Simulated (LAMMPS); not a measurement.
System: a straight 1/2<110> screw dislocation in Si (diamond structure), in a cylinder of radius 90 Å (5348 atoms, line period 3.84 Å) whose rim holds the anisotropic elastic field, partials started 4 glide steps apart, in the glide set.

Level of theory: classical force field (static), pair style tersoff/mod, file Si.tersoff.mod, run in LAMMPS.

Burgers vector length 3.839 Å; C11, C12, C44 = 166, 65, 77 GPa.

| Quantity | Value |
|---|---|
| energy factor K of E = K b²/(4π) ln(r/b) + E_core, from anisotropic elasticity | 62.4 GPa |
| core energy at radius b | 0.56 eV/Å |
| cost | about 3 core-minutes (a rough figure) |

Potential: file Si.tersoff.mod of the LAMMPS distribution; its header cites Kumagai, Izumi, Hara and Sakai, Comp Mat Sci, 39, 457 (2007).

Caution: a held rim pushes back on a moving core: stresses under about 20 MPa are upper bounds. Caution: potentials that reach first neighbours alone give the stacking fault next to no energy, so partial spacings and core energies hang on the start. Caution: a line period of one Burgers vector keeps the cores from the reconstructions that double the period.
